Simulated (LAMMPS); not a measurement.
MD of RbBr (rock salt) at zero pressure over temperature, 1000 atoms; each row names its start.

All values are model results, not measurements: classical MD, rigid Lennard-Jones ions of Joung and Cheatham, J. Phys. Chem. B 112, 9020 (2008), set for SPC/E water, PPPM sums, 10 Å cutoff with tail terms (LAMMPS).

```
T (K), start                                state                  volume                  enthalpy  first peak of g(r), Br-Rb  coordination number of Br by Rb
------------  -----------------------------------  ----------------------  ------------------------  -------------------------  -------------------------------
100, crystal  crystal; no diffusion seen in 30 ps  39.975 ± 0.002 Å³/atom  -3.4599 ± 0.0001 eV/atom        3.41 Å, height 16.3         6.00 (counted to 4.66 Å)
300, crystal  crystal; no diffusion seen in 30 ps  40.898 ± 0.005 Å³/atom  -3.4062 ± 0.0001 eV/atom         3.41 Å, height 9.5         6.00 (counted to 4.66 Å)
430, crystal  crystal; no diffusion seen in 30 ps  41.576 ± 0.007 Å³/atom  -3.3699 ± 0.0002 eV/atom         3.41 Å, height 7.8         6.00 (counted to 4.66 Å)
570, crystal  crystal; no diffusion seen in 30 ps  42.373 ± 0.008 Å³/atom  -3.3298 ± 0.0001 eV/atom         3.40 Å, height 6.9         6.00 (counted to 4.74 Å)
710, crystal  crystal; no diffusion seen in 30 ps    43.24 ± 0.02 Å³/atom  -3.2881 ± 0.0002 eV/atom         3.40 Å, height 6.0         6.00 (counted to 4.78 Å)
860, crystal  crystal; no diffusion seen in 30 ps    44.29 ± 0.02 Å³/atom  -3.2416 ± 0.0001 eV/atom         3.40 Å, height 5.4         6.00 (counted to 4.86 Å)
1040, melt                                 liquid    56.28 ± 0.08 Å³/atom  -3.0217 ± 0.0004 eV/atom         3.31 Å, height 4.9         5.31 (counted to 4.98 Å)
```

Measured melting point: 965.1 K (chemicals 1.5.2 (Python package), Misc/Physical Constants of Inorganic Compounds.csv; one source, unchecked).

Caution: the potential ionic pair potential joung2008 is fitted for ions in water and for crystals near room temperature.

Caution (rows 430, crystal; 570, crystal; 710, crystal; 860, crystal; 1040, melt): a run this short can hold a crystal over, or a liquid under, the potential's own melting point, which these runs don't give.

From the crystal rows between 100 and 430 K, estimate the mean linear expansion coefficient and the heat capacity. The slope of ln V over three gives 40 × 10^-6 /K, and dH/dT = 3.2 kB/atom. Nuclei are classical here, so the heat capacity stays near 3 kB/atom, where a real crystal's falls off below its Debye temperature.

States go by the mean squared displacement: a species diffuses where it passes 1.5 Å², still rises and gives D over 1e-6 cm²/s; a crystal has left its structure where atoms lie 0.35 Å off their sites on average or a cubic box changes its shape by 3 %, or the axial ratios of another lie 8 % off the starting cell's, which the potential's own relaxation can also do.

Errors shown are sampling errors alone.
